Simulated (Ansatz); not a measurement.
Relaxation of the outer planes of the (210) surface of fcc Ir in its 1x1 cell, outermost plane spacing 0.87 Å in the ideal cut.

The numbers are results of PBE (plane waves to 420 eV, PAW; Ansatz, a first-principles code), not measurements.

Set-up: 13 atoms, 10.4 Å thick at the start (thin: gaps and levels are the slab's own); mesh 11x9x1; 0.1 eV smearing; dipole correction on; all atoms relaxed; held to the part of the start's symmetry that mesh and held atoms allow; no spin, no spin-orbit, no U.

```json
[
 {"plane": "1", "atoms": "Ir", "bulk spacing to the next (Å)": "0.866", "relaxed spacing (Å)": "0.755", "change (%)": "-12.7", "rumpling (Å)": "0.00"},
 {"plane": "2", "atoms": "Ir", "bulk spacing to the next (Å)": "0.866", "relaxed spacing (Å)": "0.752", "change (%)": "-13.1", "rumpling (Å)": "0.00"}
]
```
